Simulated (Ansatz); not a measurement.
## A computed series for CsSnI3: pressure series

The reference is CsSnI3 in the cubic perovskite structure (space group Pm-3m, No. 221; a = 6.271 Å).

Cell and atoms are relaxed at each pressure.

Computed with plane-wave PAW DFT at the PBE level (Ansatz, a program for electronic structure, 420 eV), no spin-orbit coupling.

Q: Only one of these keeps a band gap. Which?
(A) pressure 5 GPa
(B) pressure 0.3 GPa
(C) pressure 3 GPa

A: B, pressure 0.3 GPa. Computed: pressure 5 GPa: zero; pressure 3 GPa: zero; pressure 0.3 GPa: 0.40 eV

The mesh was chosen for an insulator and is coarse for the gapless case. Spin-orbit coupling, missing from the scalar runs, can matter with I. Load acts through the strain it causes; cell and atoms are relaxed under it. No phonon test of stability was made. Competing high-pressure phases were not computed. The final runs are not spin-polarised. Many cubic perovskites are stable only at high temperature; tilts and polar distortions were not tested. A zero or small gap of CsSnI3 under pressure 5 GPa and CsSnI3 under pressure 3 GPa can be the functional's error rather than a property of the material.
